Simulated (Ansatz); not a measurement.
SiCO4 (model structure, I-4, No. 82, 6 atoms in the cell), treated with PBE0 in Ansatz (plane waves, PAW).

Numerical settings: plane-wave cutoff 460 eV, 8×8×8 k mesh, Fermi–Dirac smearing 0.01 eV, scalar-relativistic PAW data made under PBE.

Cell (relaxed with PBEsol):

```xyz
6
Lattice="-2.1894 2.1894 3.2742 2.1894 -2.1894 3.2742 2.1894 2.1894 -3.2742" Properties=species:S:1:pos:R:3 pbc="T T T"
Si     0.0000     0.0000     0.0000
C      0.0000     2.1894     1.6371
O      0.6354     1.2346     0.8618
O      1.5541     0.9549     4.1360
O     -0.9549     1.5541     2.4124
O      3.1443     0.6354    -0.8618
```

Give the computed band gap and smallest direct gap on the k points sampled.


* **band gap**: 9.82 eV (on the SCF k mesh) (indirect)
* **smallest direct gap on the k points sampled**: 10.19 eV

Note: the relaxation could raise the start's symmetry but not lower it, so the cell can be a saddle point; cell and atoms aren't relaxed at this level (largest force component 0.37 eV/Å, pressure -3.5 GPa).

Cost on a shared machine: very roughly 3 core-minutes.

A model structure was made by putting elements into a prototype or built by hand; it is no filed structure, need not be a known phase, and can be a saddle point held by its symmetry.

Ansatz is a first-principles code.
